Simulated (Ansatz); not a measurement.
The starting structures come from a database of crystals and need not be the phases stable at ambient conditions.

 Where the default PAW files enter, the runs use the earlier of Ansatz's two default sets.

Inside the gap of an insulator the Bloch states are evanescent, with a wavenumber k + iκ along the transport direction.

Here is the system:

```
SrTaNO2
1.0
    5.75653     0.00000     0.00000
    0.15896     5.75433     0.00000
    2.79878    -2.87717     4.01388
Sr Ta N O
2 2 2 4
Direct
  0.25000   0.25000   0.50000
  0.75000   0.75000   0.50000
  0.50000   0.50000   0.00000
  0.00000   0.00000   0.00000
  0.25000   0.25000   0.00000
  0.75000   0.75000   0.00000
  0.20543   0.79457   0.08914
  0.79457   0.20543   0.91086
  0.70543   0.29457   0.50000
  0.29457   0.70543   0.50000
```

Space group of this cell: I4/mcm. The cell is taken as given; by PBEsol its mean pressure is -6.9 GPa.

Transport runs along the normal of the first two printed cell vectors, the (110) plane of the conventional cell.

The gap is the functional's own, uncorrected, and κ follows it; spin-orbit coupling is left out. Mid-gap values are interpolated between the computed energies.

Compute, with Ansatz (a quantum-chemistry and plane-wave program) with PBEsol, the band gap and the smallest decay constant κ at mid-gap.

Gap 0.74 eV on a 8×8×8 mesh; κ = 0.158 1/Å, at the zone centre.
